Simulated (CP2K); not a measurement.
Input and output of a self-consistent single point for Y2Al3Si2 (C2/m, 7 atoms in the cell) (CP2K).

Level of theory: PBEsol, GPW, DZVP-MOLOPT-SR-GTH basis, GTH-PBE potentials (GTH_POTENTIALS) (CP2K).

```
Y2Al3Si2
1.0
    5.44909     0.00000     0.00000
    3.96005     3.74306     0.00000
   -1.18371    -0.47089     6.46305
Y Al Si
2 3 2
Direct
  0.37987   0.37987   0.67786
  0.62013   0.62013   0.32214
  0.69441   0.69441   0.86815
  0.30559   0.30559   0.13185
  0.00000   0.00000   0.00000
  0.90813   0.90813   0.35849
  0.09187   0.09187   0.64151
```

Reference input (self-consistent single point, DFT LDA (Pade form), GPW, DZVP-MOLOPT-SR-GTH basis, GTH-PADE potentials (GTH_POTENTIALS)): CUTOFF = 500 Ry; REL_CUTOFF = 50 Ry; SMEAR/METHOD = GAUSSIAN; SIGMA = 0.05 eV; KPOINTS/SCHEME = MONKHORST-PACK 6 6 4; GAMMA_CENTERED = T; XC_FUNCTIONAL = PADE; Y/BASIS_SET = DZVP-MOLOPT-SR-GTH-q11; Y/POTENTIAL = GTH-PADE-q11; Al/BASIS_SET = DZVP-MOLOPT-SR-GTH-q3; Al/POTENTIAL = GTH-PADE-q3; Si/BASIS_SET = DZVP-MOLOPT-SR-GTH-q4. This run's input differs from it in these lines:

```diff
@@ -43,3 +43,6 @@
     &XC
-      &XC_FUNCTIONAL PADE
+      &XC_FUNCTIONAL
+        &PBE
+          PARAMETRIZATION PBESOL
+        &END PBE
       &END XC_FUNCTIONAL
@@ -79,3 +82,3 @@
       BASIS_SET DZVP-MOLOPT-SR-GTH-q11
-      POTENTIAL GTH-PADE-q11
+      POTENTIAL GTH-PBE-q11
     &END KIND
@@ -83,3 +86,3 @@
       BASIS_SET DZVP-MOLOPT-SR-GTH-q3
-      POTENTIAL GTH-PADE-q3
+      POTENTIAL GTH-PBE-q3
     &END KIND
@@ -87,3 +90,3 @@
       BASIS_SET DZVP-MOLOPT-SR-GTH-q4
-      POTENTIAL GTH-PADE-q4
+      POTENTIAL GTH-PBE-q4
     &END KIND
```

Output (repeated stretches shortened):

```
 SCF WAVEFUNCTION OPTIMIZATION

  Step     Update method      Time    Convergence         Total energy    Change
     1 NoMix/Diag. 0.20E+00      -     1.72258265       -91.9743487297 -9.20E+01
     2 Broy./Diag. 0.20E+00      -     0.04495070       -91.4232926070  5.51E-01
     3 Broy./Diag. 0.20E+00      -     0.06028228       -91.1437682528  2.80E-01
     4 Broy./Diag. 0.20E+00      -     0.01508142       -90.7965750010  3.47E-01
     5 Broy./Diag. 0.20E+00      -     0.00106698       -90.6960033035  1.01E-01
     6 Broy./Diag. 0.20E+00      -     0.00221503       -90.6955410246  4.62E-04
   [... 2 lines left out ...]
     9 Broy./Diag. 0.20E+00      -     0.00005658       -90.7080893037 -1.42E-03
    10 Broy./Diag. 0.20E+00      -     0.00001431       -90.7079566173  1.33E-04
    11 Broy./Diag. 0.20E+00      -     0.00000868       -90.7078212141  1.35E-04
    12 Broy./Diag. 0.20E+00      -     0.00000072       -90.7077938455  2.74E-05
  *** SCF run converged in    12 steps ***

  Overlap energy of the core charge distribution:               0.00000000000248
  Self energy of the core charge distribution:               -181.16154522435374
  Core Hamiltonian energy:                                     39.53583713208534
  Hartree energy:                                              65.90133598857902
  Exchange-correlation energy:                                -14.98328014849382
  Smearing free energy correction:                             -0.00014159370063
  Fermi energy:                                                 0.31036312794390

  Total energy:                                               -90.70779384550849
  Total energy (extrapolated to sigma->0):                    -90.70772304865818

   [... lines left out ...]

 STRESS| Analytical stress tensor [bar]
 STRESS|                        x                   y                   z
 STRESS|      x        3.84091190753E+03   1.23014964829E+03   4.46030360435E+03
 STRESS|      y        1.23014964829E+03   1.23804204481E+03   1.77422738234E+03
 STRESS|      z        4.46030360435E+03   1.77422738234E+03   3.64789161899E+03
 STRESS| 1/3 Trace                                             2.90894852378E+03
```

The run converged in 12 iterations. Against the reference run the pressure goes from -3.41 to 0.29 GPa and the largest force stays at 0.133 eV/Å.

The starting cell comes from a database of computed structures (which also holds hypothetical and non-ambient phases and stackings), without a prior relaxation at this level. Its lattice was rescaled by a random factor within 2.5 % of one. Values carry the incompleteness of an atom-centred basis. The potentials were made for another functional than the one used.

Cost on one core of a shared machine: roughly 2 min.
